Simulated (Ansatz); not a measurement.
SiC (model structure, started from the CdTe type, P6₄22, No. 181, 6 atoms in the cell), treated with PBEsol (plane waves, PAW; Ansatz, a program for electronic structure).

Input:

Ansatz 0.2 input:
```yaml
crystal:
  lattice:
    - [3.0860069243, 0.0000002395, 0.0]
    - [-1.5430036696, 2.6725602729, 0.0]
    - [0.0, 0.0, 7.0776950978]
  atoms:
    - { symbol: Si, position: [0.0, 0.4999790594, 0.6666666667] }
    - { symbol: Si, position: [0.5000209406, 0.5000209406, 0.0] }
    - { symbol: Si, position: [0.4999790594, 0.0, 0.3333333333] }
    - { symbol: C, position: [0.0, 0.4999852953, 0.1666666667] }
    - { symbol: C, position: [0.5000147047, 0.5000147047, 0.5] }
    - { symbol: C, position: [0.4999852953, 0.0, 0.8333333333] }
basis:
  ecutwfc: 520
  ecutrho_ratio: 4
  xc_grid: 2
kpoints:
  mp_grid: { grid: [18, 18, 8] }
hamiltonian:
  xc: pbesol
  dispersion: none
  pseudopotentials: { kind: paw }
scf:
  occupations: { method: fermi_dirac, width: 0.05 }
output:
  forces: true
  stress: true
  eigenvalues: true
relax:
  f_tol: 0.004
  escape_saddle: false
  max_steps: 80
  cell: { stress_tol: 0.02, fix: [volume] }
```

Excerpt of the program's output:

```
Relaxation: its limit of steps is 80 (relax.max_steps)
Crystal: 6 atoms, lattice volume = 58.374 Å³
Basis set: ecut = 520 eV, 1599 PW (Γ), exchange–correlation on 48×48×108 points (8 copies of the dense FFT grid, shifted against one another)
Bands: 18, of which v1, the nominal top of the filled ones, is band 12 counted from 1 (11 counted from 0)
Symmetry: 6 space group operations
Space group: P3121 (ITA 152), of the structure as read, at distance tolerance 3.9e-5 Å
k-points: 266 of 2592 (time reversal used)
Functional: x = pbesol(κ = 0.804, μ = 0.12345679012345678), c = pbesol(β = 0.046)
SCF iter   1: F=—  HF=-2602.939555 eV  |F-HF|=—  |Δ(HF+E_count)|=         —  Δρ=9.19e-3  dr2=5.31e-2
SCF iter   2: F=—  HF=-2602.925811 eV  |F-HF|=—  |Δ(HF+E_count)|=   1.37e-2  Δρ=2.11e-3  dr2=1.59e-3
  ...
SCF 1 converged in 6 iterations: F = -2602.925698 eV  dr2 = 4.48e-11
Crystal: 6 atoms, lattice volume = 58.374 Å³
Initial density: handed on by an earlier stage of this run
SCF 2 converged in 6 iterations: F = -2602.925858 eV  dr2 = 1.39e-13
Crystal: 6 atoms, lattice volume = 58.374 Å³
SCF 3 converged in 6 iterations: F = -2602.926013 eV  dr2 = 2.41e-14
Crystal: 6 atoms, lattice volume = 58.374 Å³
SCF iter   7: F=-2602.926013 eV  HF=-2602.926013 eV  |F-HF|=4.55e-13  |Δ(HF+E_count)|=  1.36e-12  Δρ=2.09e-9  dr2=6.73e-16
SCF iter   8: F=-2602.926013 eV  HF=-2602.926013 eV  |F-HF|=9.09e-13  |Δ(HF+E_count)|=  9.09e-13  Δρ=9.07e-10  dr2=1.19e-16
SCF 4 converged in 8 iterations: F = -2602.926013 eV  dr2 = 1.19e-16
SCF converged after 8 iterations
Free energy (F): -2602.926013 eV
Internal energy: -2602.926012 eV  (E = F + TS)
E sigma→0 (E₀):  -2602.926013 eV
Fermi energy:    11.671982 eV
--- Stress (GPa, compression-positive) ---
       -4.384330       0.000000      -0.000000
        0.000000      -4.384330       0.000000
       -0.000000       0.000000      -4.382211
  P = ⅓ Tr σ = -4.3836 GPa (-43.836 kbar)
```

The cell is one volume of an energy–volume scan, off the minimum.

The PAW data were made under PBE.

Note: the relaxation could raise the start's symmetry but not lower it, so the cell can be a saddle point.

The result took about 110 core-seconds (a rough figure).

A model structure was made by putting elements into a prototype or built by hand; it is no filed structure, need not be a known phase, and can be a saddle point held by its symmetry.
